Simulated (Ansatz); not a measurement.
The starting structures come from a database of crystals and need not be the phases stable at ambient conditions.

 Where the default PAW files enter, the runs use the earlier of Ansatz's two default sets.

By PBEsol, the system below comes out a metal.

Input:

```
InSb
1.0
    3.22250     0.00000     0.00000
    0.00000     5.93800     0.00000
    0.00000     0.00000     5.74281
In Sb
2 2
Direct
  0.99120   0.00000   0.00000
  0.00880   0.50000   0.50000
  0.72300   0.50000   0.00000
  0.27700   0.00000   0.50000
```

Space group of this cell: Pmmn. The cell is strained (lengths along the current scaled by 0.97, ions clamped); by PBEsol its mean pressure is -1.3 GPa.

The current flows along the normal of the first two printed cell vectors. No spin-orbit coupling; the value is a mean over 0.1 eV about the Fermi level.

Problem. Give the ballistic conductance per area that PBEsol in Ansatz (a first-principles code) yields.

Solution. 0.62 × 10¹⁵ S/m² for both spins.
